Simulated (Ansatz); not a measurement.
Ansatz (an electronic-structure program) run on LaAl3Cu (I4mm, 5 atoms in the cell): self-consistent single point.

Method of the run: PBEsol, default PAW files made with PBE (plane waves; Ansatz).

```
CELL_PARAMETERS angstrom
     -2.12922     2.12922     5.30752
      2.12922    -2.12922     5.30752
      2.12922     2.12922    -5.30752
ATOMIC_POSITIONS crystal
  La 0.00190 0.00190 0.00000
  Al 0.40289 0.40289 0.00000
  Al 0.24655 0.74655 0.50000
  Al 0.74655 0.24655 0.50000
  Cu 0.63082 0.63082 0.00000
```

Reference input (self-consistent single point, DFT, PBEsol, plane waves, default PAW files made with PBE): basis.ecutwfc = 420 eV; kpoints.mp_grid.grid = 11 11 11; hamiltonian.xc = pbesol; hamiltonian.pseudopotentials = {kind: paw} (the program's default PAW files); scf.occupations.method = gaussian; scf.occupations.width = 0.1 eV. This run's input differs from it in these lines:

Ansatz 0.2 input:
```diff
@@ -14,3 +14,3 @@
 kpoints:
-  mp_grid: { grid: [11, 11, 11] }
+  mp_grid: { grid: [18, 18, 18] }
 hamiltonian:
@@ -19,3 +19,3 @@
 scf:
-  occupations: { method: gaussian, width: 0.1 }
+  occupations: { method: gaussian, width: 1.0 }
 output:
```

Log, with long lists cut:

```
SCF iter   1: F=—  HF=-14326.497792 eV  |F-HF|=—  |Δ(HF+E_count)|=         —  Δρ=7.64e-3  dr2=7.81e-2  ethr=1.77e-3  ⟨swp⟩=4.9  Hψ=54570  notcnv=0
all-band conjugate gradients solve this SCF's bands
preconditioner: auto → Kerker (q_TF=auto, 2.347 Å⁻¹)
SCF iter   2: F=—  HF=-14326.490905 eV  |F-HF|=—  |Δ(HF+E_count)|=   6.89e-3  Δρ=7.88e-3  dr2=4.75e-2  ethr=2.00e-4  ⟨swp⟩=2.8  Hψ=29944  notcnv=0
SCF iter   3: F=—  HF=-14326.483869 eV  |F-HF|=—  |Δ(HF+E_count)|=   7.04e-3  Δρ=2.97e-3  dr2=1.03e-2  ethr=1.22e-4  ⟨swp⟩=2.0  Hψ=17179  notcnv=0
SCF iter   4: F=—  HF=-14326.482008 eV  |F-HF|=—  |Δ(HF+E_count)|=   1.86e-3  Δρ=8.85e-4  dr2=1.86e-3  ethr=2.63e-5  ⟨swp⟩=2.4  Hψ=19329  notcnv=0
SCF iter   5: F=—  HF=-14326.481561 eV  |F-HF|=—  |Δ(HF+E_count)|=   4.47e-4  Δρ=2.27e-4  dr2=6.51e-5  ethr=4.76e-6  ⟨swp⟩=2.1  Hψ=19551  notcnv=0
SCF iter   6: F=—  HF=-14326.481525 eV  |F-HF|=—  |Δ(HF+E_count)|=   3.56e-5  Δρ=4.71e-5  dr2=2.64e-6  ethr=1.67e-7  ⟨swp⟩=2.0  Hψ=21189  notcnv=0
SCF iter   7: F=-14326.481524 eV  HF=-14326.481525 eV  |F-HF|=1.11e-7  |Δ(HF+E_count)|=   4.52e-7  Δρ=8.06e-6  dr2=8.95e-8  ethr=2.56e-10  ⟨swp⟩=4.5  Hψ=66194  notcnv=0
SCF 1 converged in 7 iterations: F = -14326.481524 eV  dr2 = 8.95e-8
Free energy (F): -14326.481524 eV
Internal energy: -14325.444262 eV  (E = F + TS)
E sigma→0 (E₀):  -14325.962893 eV
Entropy (-TS):   -1.037262 eV (-207.452 meV/atom)
Fermi energy:    10.032821 eV
--- Forces (eV/Å), atoms counted from 1 ---
  atom   1  La     0.00000000    -0.00000000    -0.11023227
  atom   2  Al    -0.00000000    -0.00000000     0.05419829
  atom   3  Al    -0.00000000    -0.00000000     0.07309278
  atom   4  Al     0.00000000    -0.00000000     0.07309278
  atom   5  Cu     0.00000000     0.00000000    -0.09020151
--- Stress (GPa, compression-positive) ---
        0.544540       0.000000      -0.000000
        0.000000       0.544540       0.000000
       -0.000000      -0.000000       0.314238
  P = ⅓ Tr σ = 0.4678 GPa (4.678 kbar)
  The stress holds the Pulay correction. Without it, at fixed plane waves, as pw.x and ABINIT print it: P = 0.4292 GPa
```

The run converged in 7 iterations. Against the reference run the free energy falls by 87.5 meV/atom, the pressure goes from -0.27 to 0.47 GPa and the largest force goes from 0.211 to 0.110 eV/Å.

The starting cell comes from a database of computed structures (which also holds hypothetical and non-ambient phases and stackings), without a prior relaxation at this level. Its lattice was rescaled by up to half a per cent. One atom was moved a little off its site on purpose. Spin polarisation is off. Ansatz's pressure includes its estimate of the finite-basis (Pulay) stress.

Cost on one core of a shared machine: roughly 2 min.
